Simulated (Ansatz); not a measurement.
Density of states of Cu$_{3}$Si (P6_3/mmc) near the Fermi level, PBEsol, rigid bands run with Ansatz (an electronic-structure program).

(E − E_F (eV), states/eV/cell): (-1.95, 3.60); (-1.85, 3.24); (-1.75, 3.33); (-1.65, 4.19); (-1.55, 4.61); (-1.45, 4.18); (-1.35, 3.76); (-1.25, 3.45); (-1.15, 3.23); (-1.05, 3.08); (-0.95, 2.98); (-0.85, 2.91); (-0.75, 2.86); (-0.65, 2.86); (-0.55, 2.82); (-0.45, 2.69); (-0.35, 2.56); (-0.25, 2.43); (-0.15, 2.31); (-0.05, 2.20); (0.05, 2.09); (0.15, 2.00); (0.25, 1.92); (0.35, 1.83); (0.45, 1.75); (0.55, 1.66); (0.65, 1.68); (0.75, 1.79); (0.85, 1.63); (0.95, 1.41); (1.05, 1.54); (1.15, 1.52); (1.25, 1.56); (1.35, 1.73); (1.45, 1.82); (1.55, 1.95); (1.65, 2.22); (1.75, 2.57); (1.85, 2.54)

Q: With 8 atoms a cell, what bare Sommerfeld coefficient γ = (π²/3) k_B² N(E_F) follows?

A: N(E_F) ≈ 2.1 states/eV a cell at 300 K, so γ ≈ 0.63 mJ/(mol of atoms·K²), before many-body enhancement (phonons, spin fluctuations, correlation).

Q: How far does the Fermi level move in a rigid band for 0.1 electron a cell added or removed?

A: 47 meV and -46 meV.

A metal at this level (no band gap); rigid bands, thermally averaged at 300 K, both spins. Spin-orbit coupling is left out. Geometry: cell and atoms relaxed with PBEsol.

Computed structure with no diffraction record at hand here (it may be known, metastable or hypothetical): Cu3Si (P6_3/mmc).
